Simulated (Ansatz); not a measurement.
Method: PBE (plane waves to 420 eV, PAW; Ansatz, an electronic-structure program).

Electrostatic potential energy of an electron, averaged over planes parallel to the surface, in eV from the highest filled level, for a constructed model of the (111)A surface of zinc-blende GaP, Ga-terminated, P trimer, 2x2 (bottom of the slab: 3 H on 4 bottom sites):

```tsv
z (Å)	V (eV)
3.89	4.50
4.17	4.50
4.44	4.50
4.72	4.50
5.00	4.50
5.28	4.50
5.56	4.50
5.83	4.49
6.11	4.49
6.39	4.48
6.67	4.47
6.94	4.43
7.22	4.35
7.50	4.15
7.78	3.68
8.06	2.56
8.33	2.08
8.61	1.16
8.89	-1.68
9.17	-5.62
9.44	-8.86
9.72	-9.95
10.00	-8.48
10.28	-5.85
10.56	-3.65
10.83	-1.43
11.11	1.10
11.39	2.39
11.67	2.06
11.94	-0.31
12.22	-4.61
12.50	-8.30
12.78	-10.20
13.06	-9.09
13.33	-6.24
13.61	-4.13
13.89	-2.23
14.17	0.18
14.44	2.15
14.72	2.48
15.00	1.12
15.28	-2.60
15.56	-6.87
15.83	-9.62
16.11	-9.87
16.39	-7.45
16.67	-4.87
16.94	-3.04
17.22	-0.92
17.50	1.33
17.78	2.37
18.06	1.69
18.33	-0.78
18.61	-4.85
18.89	-8.34
19.17	-9.86
19.44	-8.85
19.72	-6.14
20.00	-3.60
20.28	-1.47
20.56	0.68
20.83	2.53
21.11	3.05
21.39	2.18
21.67	-0.30
21.94	-2.57
22.22	-2.93
22.50	-1.17
22.78	1.87
23.06	4.10
23.33	5.09
23.61	5.54
23.89	5.74
24.17	5.83
24.44	5.87
24.72	5.89
25.00	5.89
25.28	5.90
25.56	5.90
25.83	5.90
26.11	5.90
26.39	5.90
```

Set-up: 38 atoms, 14.0 Å thick at the start with caps and adatoms (thin: gaps and levels are the slab's own); mesh 3x3x1; 0.025 eV smearing; dipole correction on; 8 atoms held, the rest relaxed; start symmetry kept, larger cells not searched; no spin, no spin-orbit, no U. It is one candidate, not shown to be the stable structure of the face.

Question: The surface cell has an area of 52.53 Å². What dipole along the normal does the step between the two vacuum levels imply?

Answer: the top vacuum level lies 1.40 eV above the bottom one; p = −ε₀ A ΔV (ε₀ = 0.005526 e/(V·Å)) gives -0.41 e·Å a cell.
